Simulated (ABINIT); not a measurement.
A self-consistent single point of ScIn3 (Pm-3m, 4 atoms in the cell) with ABINIT.

Computed with PBEsol, norm-conserving pseudopotentials (PseudoDojo nc-sr-04 PBEsol standard) (plane waves; ABINIT 10.0.3).

The change in words: lattice scaled by 0.98. Reference geometry:
```
ScIn3
1.0
    4.49569     0.00000     0.00000
    0.00000     4.49569     0.00000
    0.00000     0.00000     4.49569
Sc In
1 3
Cartesian
  0.00000   0.00000   0.00000
  0.00000   2.24784   2.24784
  2.24784   0.00000   2.24784
  2.24784   2.24784   0.00000
```

Reference input (self-consistent single point, DFT, PBEsol, plane waves, norm-conserving pseudopotentials (PseudoDojo nc-sr-04 PBEsol standard)): pseudos = [Sc.upf, In.upf]; ecut = 1061 eV; occopt = 3; tsmear = 0.00367493 Ha; ngkpt = 6 6 6; nshiftk = 1; shiftk = 0 0 0; potentials = PseudoDojo nc-sr-04 PBEsol standard; nband = 33; kptopt = 1; nstep = 100; tolvrs = 1e-10. This run's input differs from it in these lines:

```diff
@@ -5,5 +5,5 @@
 rprim
-         4.4956900000    0.0000000000    0.0000000000
-         0.0000000000    4.4956900000    0.0000000000
-         0.0000000000    0.0000000000    4.4956900000
+         4.4057760000    0.0000000000    0.0000000000
+         0.0000000000    4.4057760000    0.0000000000
+         0.0000000000    0.0000000000    4.4057760000
 natom 4
```

Log, with long lists cut:

```
--- !BeginCycle
solver: {iscf: 7, nstep: 100, nline: 4, wfoptalg: 0, }
tolerances: {tolvrs: 1.00E-10, }
...

     iter   Etot(hartree)      deltaE(h)  residm     vres2
 ETOT  1  -245.87881329734    -2.459E+02 5.634E-01 2.362E+02
 ETOT  2  -247.25064525933    -1.372E+00 8.242E-02 8.739E+01
 ETOT  3  -247.27400246586    -2.336E-02 4.086E-02 4.649E+00
 ETOT  4  -247.27461453822    -6.121E-04 5.429E-03 3.153E+00
 ETOT  5  -247.27508802926    -4.735E-04 2.797E-03 1.918E-02
   [... 2 lines left out ...]
 ETOT  8  -247.27509163480    -3.930E-09 2.216E-03 9.628E-08
 ETOT  9  -247.27509163501    -2.142E-10 9.407E-04 1.034E-08
 ETOT 10  -247.27509163503    -1.720E-11 1.912E-03 7.072E-10
 ETOT 11  -247.27509163503     5.258E-12 6.505E-04 6.862E-11
 At SCF step   11       vres2   =  6.86E-11 < tolvrs=  1.00E-10 =>converged.

 Cartesian components of stress tensor (hartree/bohr^3)
  sigma(1 1)= -8.37115361E-05  sigma(3 2)=  0.00000000E+00
  sigma(2 2)= -8.37115361E-05  sigma(3 1)=  0.00000000E+00
  sigma(3 3)= -8.37115361E-05  sigma(2 1)=  0.00000000E+00

 ----iterations are completed or convergence reached----

 reduced coordinates (array xred) for    4 atoms
       0.000000000000      0.000000000000      0.000000000000
       0.000000000000      0.500000000000      0.500000000000
       0.500000000000      0.000000000000      0.500000000000
       0.500000000000      0.500000000000      0.000000000000
 cartesian forces (eV/Angstrom) at end:
    1     -0.00000000000000    -0.00000000000000    -0.00000000000000
   [... lines left out ...]
 Fermi (or HOMO) energy (hartree) =   0.32450   Average Vxc (hartree)=  -0.42297
   [... lines left out ...]
total_energy        : -2.47275091635027E+02
total_energy_eV     : -6.72869743749739E+03
band_energy         : -1.16257190830148E+01
...

-Cartesian components of stress tensor (GPa)         [Pressure=  2.4629E+00 GPa]
- sigma(1 1)= -2.46287801E+00  sigma(3 2)=  0.00000000E+00
- sigma(2 2)= -2.46287801E+00  sigma(3 1)=  0.00000000E+00
- sigma(3 3)= -2.46287801E+00  sigma(2 1)=  0.00000000E+00

 Calculation completed.
```

The run converged in 11 iterations. Against the reference run the free energy goes up by 2.7 meV/atom and the pressure goes from -1.63 to 2.46 GPa.

The starting cell comes from a database of computed structures (which also holds hypothetical and non-ambient phases and stackings), without a prior relaxation at this level. For this run, on top of that: lattice scaled by 0.98.

Cost on one core of a shared machine: roughly 2 min.
